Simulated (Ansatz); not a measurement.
GeSb2Te4 (R3m, No. 160, 7 atoms in the cell; start mp-1224350), treated with r²SCAN (Ansatz, an electronic-structure program, plane waves, PAW).

The input as run:

Ansatz 0.2 input:
```yaml
crystal:
  lattice:
    - [2.1310431603, 1.2303583423, 14.3610554324]
    - [-2.1310431603, 1.2303583423, 14.3610554324]
    - [0.0, -2.4607166845, 14.3610554324]
  atoms:
    - { symbol: Ge, position: [0.4278257657, 0.4278257657, 0.4278257657] }
    - { symbol: Sb, position: [0.5755073971, 0.5755073971, 0.5755073971] }
    - { symbol: Sb, position: [0.0022091221, 0.0022091221, 0.0022091221] }
    - { symbol: Te, position: [0.1267489443, 0.1267489443, 0.1267489443] }
    - { symbol: Te, position: [0.8692916221, 0.8692916221, 0.8692916221] }
    - { symbol: Te, position: [0.2893791072, 0.2893791072, 0.2893791072] }
    - { symbol: Te, position: [0.7090850415, 0.7090850415, 0.7090850415] }
basis:
  ecutwfc: 560
  ecutrho_ratio: 4
  xc_grid: 3
kpoints:
  mp_grid: { grid: [10, 10, 10] }
  band_path:
    path:
      - [0.0, 0.0, 0.0]
      - [-0.5, -0.5, -0.5]
      - [-0.5, -0.463507, -0.536493]
      - [-0.5, -0.427013, -0.572987]
      - [-0.5, -0.39052, -0.60948]
      - [-0.5, -0.354027, -0.645973]
      - [-0.5, -0.317533, -0.682467]
      - [-0.5, -0.28104, -0.71896]
      - [-0.5, -0.244547, -0.755453]
      - [-0.5, -0.208053, -0.791947]
      - [-0.5, -0.17156, -0.82844]
      - [-0.17156, 0.17156, -0.5]
      - [-0.12867, 0.12867, -0.5]
      - [-0.08578, 0.08578, -0.5]
      - [-0.04289, 0.04289, -0.5]
      - [0.0, 0.0, -0.5]
      - [0.0, 0.0, -0.4375]
      - [0.0, 0.0, -0.375]
      - [0.0, 0.0, -0.3125]
      - [0.0, 0.0, -0.25]
      - [0.0, 0.0, -0.1875]
      - [0.0, 0.0, -0.125]
      - [0.0, 0.0, -0.0625]
      - [0.0, 0.033578, -0.033578]
      - [0.0, 0.067156, -0.067156]
      - [0.0, 0.100734, -0.100734]
      - [0.0, 0.134312, -0.134312]
      - [0.0, 0.16789, -0.16789]
      - [0.0, 0.201468, -0.201468]
      - [0.0, 0.235046, -0.235046]
      - [0.0, 0.268624, -0.268624]
      - [0.0, 0.302202, -0.302202]
      - [0.0, 0.33578, -0.33578]
      - [-0.33578, 0.0, -0.66422]
      - [-0.376835, 0.0, -0.623165]
      - [-0.41789, 0.0, -0.58211]
      - [-0.458945, 0.0, -0.541055]
      - [-0.5, 0.0, -0.5]
      - [-0.4375, 0.0, -0.4375]
      - [-0.375, 0.0, -0.375]
      - [-0.3125, 0.0, -0.3125]
      - [-0.25, 0.0, -0.25]
      - [-0.1875, 0.0, -0.1875]
      - [-0.125, 0.0, -0.125]
      - [-0.0625, 0.0, -0.0625]
    npoints: 1
hamiltonian:
  xc: r2scan
  dispersion: none
  pseudopotentials: { kind: paw }
scf:
  occupations: { method: fermi_dirac, width: 0.01 }
  convergence: { dr2_threshold: 0.0000000007 }
output:
  forces: true
  stress: true
  eigenvalues: true
  write_bands: true
```

Output (set-up and result lines):

```
Crystal: 7 atoms, lattice volume = 225.924 Å³
Basis set: ecut = 560 eV, 6823 PW (Γ), FFT grids on a1−a3, a2−a3, a3, exchange–correlation on 108×108×360 points (27 copies of the dense FFT grid, shifted against one another)
Bands: 65, of which v1, the nominal top of the filled ones, is band 54 counted from 1 (53 counted from 0)
Symmetry: 6 space group operations
Space group: R3m (ITA 160), of the structure as read, at distance tolerance 6.1e-5 Å
k-points: 116 of 1000 (time reversal used)
Functional: x = r2scan, c = r2scan; τ floored in thin density (d = 2e-4 eV/Å³)
SCF iter   1: F=—  HF=-45281.068828 eV  |F-HF|=—  |Δ(HF+E_count)|=         —  Δρ=4.14e-3  dr2=9.80e-2  dr2_τ=4.77e-3
SCF iter   2: F=—  HF=-45281.088949 eV  |F-HF|=—  |Δ(HF+E_count)|=   2.01e-2  Δρ=2.25e-3  dr2=3.46e-2  dr2_τ=1.90e-4
  ...
SCF iter  11: F=—  HF=-45281.088333 eV  |F-HF|=—  |Δ(HF+E_count)|=   1.21e-9  Δρ=3.51e-7  dr2=8.60e-10  dr2_τ=5.96e-12
SCF iter  12: F=-45281.088333 eV  HF=-45281.088333 eV  |F-HF|=5.68e-10  |Δ(HF+E_count)|=  1.24e-10  Δρ=1.44e-7  dr2=6.03e-10  dr2_τ=1.85e-12
SCF 1 converged in 12 iterations: F = -45281.088333 eV  dr2 = 6.03e-10
SCF converged after 12 iterations
Free energy (F): -45281.088333 eV
Internal energy: -45281.088333 eV  (E = F + TS)
E sigma→0 (E₀):  -45281.088333 eV
Fermi energy:    8.815361 eV
--- Forces (eV/Å), atoms counted from 1 ---
  atom   1  Ge     0.00000000    -0.00000000    -0.00072264
  atom   2  Sb     0.00000000     0.00000000     0.00069182
  atom   3  Sb     0.00000000    -0.00000000    -0.00048318
  atom   4  Te     0.00000000     0.00000000     0.00181432
  atom   5  Te     0.00000000    -0.00000000    -0.00071644
  atom   6  Te    -0.00000000     0.00000000     0.00275651
  atom   7  Te    -0.00000000    -0.00000000    -0.00333864
--- Stress (GPa, compression-positive) ---
       -0.000896       0.000000      -0.000000
        0.000000      -0.000896       0.000000
        0.000000       0.000000       0.002970
  P = ⅓ Tr σ = 0.0004 GPa (0.004 kbar)
```

The PAW data were made under PBE.

Note: the cell has widely spaced layers and the level no dispersion term, so their spacing and the moduli can rest on weak binding.

A start named mp-… is a Materials Project structure, which need not be a measured phase.
